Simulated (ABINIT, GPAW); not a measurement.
A GPAW input for a self-consistent single point of HfO₂ (Fm-3m, 3 atoms in the cell) (DFT PBE, plane waves, GPAW PAW datasets PBE (gpaw-data 1.0.1)):

```python
from ase import Atoms
from ase.units import GPa
from gpaw import GPAW, PW

atoms = Atoms(['Hf', 'O', 'O'],
              cell=[[0.000000, 2.472552, 2.472552],
                    [2.472552, 0.000000, 2.472552],
                    [2.472552, 2.472552, 0.000000]],
              positions=[[0.000000, 0.000000, 0.000000],
                         [3.708828, 3.708828, 3.708828],
                         [1.236276, 1.236276, 1.236276]],
              pbc=True)

calc = GPAW(mode=PW(950),
            xc='PBE',
            kpts={'size': (12, 12, 12), 'gamma': True},
            occupations={'name': 'fixed-uniform'},
            nbands=-8,
            convergence={'density': 1e-05, 'energy': 1e-05, 'bands': -6},
            symmetry={'symmorphic': False, 'tolerance': 0.0005},
            maxiter=120,
            txt='-')

atoms.calc = calc

energy = atoms.get_potential_energy()
print('Energy (eV):', round(energy, 6))
forces = atoms.get_forces()
print('Forces (eV/Ang):')
print(forces.round(5))
stress = atoms.get_stress()
print('Stress (GPa, Voigt):', (stress / GPa).round(4))
```

**Question.** Translate this input to ABINIT.

**Answer.** One input that does it (others would too):

```
# HfO2, PseudoDojo nc-sr-05 PBE standard
pp_dirpath "./"
pseudos "Hf.upf, O.upf"
acell 6.6078366567 6.6078366567 6.6078366567
rprim
         0.0000000000    0.7071067812    0.7071067812
         0.7071067812    0.0000000000    0.7071067812
         0.7071067812    0.7071067812    0.0000000000
natom 3
ntypat 2
znucl 72 8
typat 1 2 2
xred
         0.0000000000    0.0000000000    0.0000000000
         0.7500000000    0.7500000000    0.7500000000
         0.2500000000    0.2500000000    0.2500000000
ecut 42 Ha
ixc 11
occopt 1
nband 14
kptopt 1
ngkpt 12 12 12
nshiftk 1
shiftk 0 0 0
nstep 60
toldfe 1.0e-09
diemac 4
prtwf 0
prtden 0
```

Basis, cutoffs, solver keys and any potentials are the target program's own. This input uses DFT, PBE, plane waves, norm-conserving pseudopotentials (PseudoDojo nc-sr-05 PBE standard). Both were run: gap on the mesh 3.992 eV in GPAW and 4.039 in ABINIT.

On ABINIT: the starting cell comes from a database of computed structures (which also holds hypothetical and non-ambient phases and stackings), without a prior relaxation at this level. Its lattice was rescaled by a random factor within 2.5 % of one. Spin-orbit coupling is off. With a pressure of about 24 GPa the cell is away from its equilibrium volume at this level.

On GPAW: the starting cell comes from a database of computed structures (which also holds hypothetical and non-ambient phases and stackings), without a prior relaxation at this level. Its lattice was rescaled by a random factor within 2.5 % of one. Spin-orbit coupling is off.
